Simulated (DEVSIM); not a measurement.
Structure: Schottky contact on n-type β-Ga2O3, at 350 K.

Layer 1 from the left is β-Ga2O3, thickness (μm) 1.00, Nd (cm⁻³) 2.7e15, τn (s) 6.3e-9, τp (s) 6.3e-9.

Left contact: Schottky, work function 5.47 eV, emission velocity 8.3e6 cm/s. Right contact: ohmic. Voltage is applied to the left contact. Recombination: SRH at mid-gap, Auger. Mobility is constant in doping.

The device is made up for the run: typed textbook-type constants, with dimensions and the other settings drawn at random. Values at 300 K; Nc and Nv go as T^1.5, mobilities as T to minus their exponent, the gap by Varshni's rule with the affinity fixed.

β-Ga2O3: gap (eV) 4.8, affinity (eV) 4, permittivity 10, Nc (cm⁻³) 3.7e18, Nv (cm⁻³) 5e20, μn (cm²/Vs) 160, μp (cm²/Vs) 1, T exponent of μn 1.8, T exponent of μp 1.5, Cn (cm⁶/s) 1e-31, Cp (cm⁶/s) 1e-31, Varshni α (eV/K) 0.0004, Varshni β (K) 600.

DEVSIM, 1D drift-diffusion, Boltzmann statistics, complete ionisation; no tunnelling, impact ionisation, image-force lowering or self-heating. Metal contacts follow the ideal Schottky-Mott rule: no Fermi-level pinning, no interface dipoles.

Dark forward current:

| |V| (V) | |J| (A/cm²) |
|---|---|
| 0.15 | 1.920e-13 |
| 0.20 | 9.964e-13 |
| 0.25 | 5.141e-12 |
| 0.30 | 2.647e-11 |
| 0.35 | 1.361e-10 |
| 0.40 | 6.987e-10 |
| 0.45 | 3.581e-9 |
| 0.50 | 1.832e-8 |
| 0.55 | 9.350e-8 |
| 0.60 | 4.760e-7 |
| 0.65 | 2.416e-6 |
| 0.70 | 1.221e-5 |
| 0.75 | 6.146e-5 |
| 0.80 | 0.0003074 |
| 0.85 | 0.001526 |
| 0.90 | 0.007496 |
| 0.95 | 0.03623 |
| 1.00 | 0.1703 |
| 1.05 | 0.7548 |
| 1.10 | 2.931 |
| 1.15 | 8.889 |
| 1.20 | 20.06 |
| 1.25 | 35.75 |
| 1.30 | 54.59 |
| 1.35 | 75.50 |
| 1.40 | 97.78 |

Question: Work out the local ideality factor n = ΔV / (kT/q · ln(J2/J1)) between the rows 0.15 and 0.20 V, 1.35 and 1.40 V.

Answer: kT/q = 30.16 mV. From 0.15 to 0.20 V: ln(9.964e-13/1.920e-13) = 1.647, n = 1.01, near the 1 of diffusion or emission over a barrier. From 1.35 to 1.40 V: ln(97.78/75.50) = 0.259, n = 6.41; the layers' resistance at their doping, Σ W/(qμN) = 0.0019 Ω cm², would take 42 mV of this step of 50 mV.

Question: Estimate the current at 0.55 V for emission alone, J0 = q v N_band exp(−φB/kT), and read the barrier back from the simulated current.

Answer: φB = 1.470 eV, N_band = 4.66e18 cm⁻³, J0 = 4.22e-15 A/cm²; J = J0 (exp(qV/kT) − 1) = 3.51e-7 A/cm². The simulation gives 9.35e-8 A/cm²; the estimate lies 270 % above. Read backwards, the simulated current gives an apparent barrier of 1.510 eV. The estimate leaves out transport through the depletion region and minority injection.
